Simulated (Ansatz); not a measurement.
**PbS, response to strain**

Base system: PbS in the rock salt structure (space group Fm-3m, No. 225; a = 5.903 Å).

Strains are applied to the cell and any free atomic positions relax.

The values are results of Kohn–Sham DFT with the PBEsol functional, run in Ansatz (a quantum-chemistry and plane-wave program) with PAW and 420 eV plane waves, spin-orbit coupling left out, not measurements.

Computed cases, in order: isotropic strain −1.50 %; isotropic strain −1.00 %; isotropic strain −0.50 %; the unstrained base; isotropic strain +0.50 %; isotropic strain +1.00 %; isotropic strain +1.50 %; isotropic strain +2.00 %; isotropic strain +2.50 %; isotropic strain +3.00 %.

**Question.** Between which two neighbouring cases does the band gap open or close?

**Answer.** Between isotropic strain −1.50 % (zero) and isotropic strain −1.00 % (0.07 eV). The whole series: isotropic strain −1.50 %: zero; isotropic strain −1.00 %: 0.07 eV; isotropic strain −0.50 %: 0.13 eV; the unstrained base: 0.19 eV; isotropic strain +0.50 %: 0.25 eV; isotropic strain +1.00 %: 0.30 eV; isotropic strain +1.50 %: 0.36 eV; isotropic strain +2.00 %: 0.40 eV; isotropic strain +2.50 %: 0.45 eV; isotropic strain +3.00 %: 0.50 eV.

Spin-orbit coupling, missing from the scalar runs, can matter with Pb. Stability against distortions was not tested. All final runs are without spin polarisation. The zero or small gap of PbS can change with the level of theory.
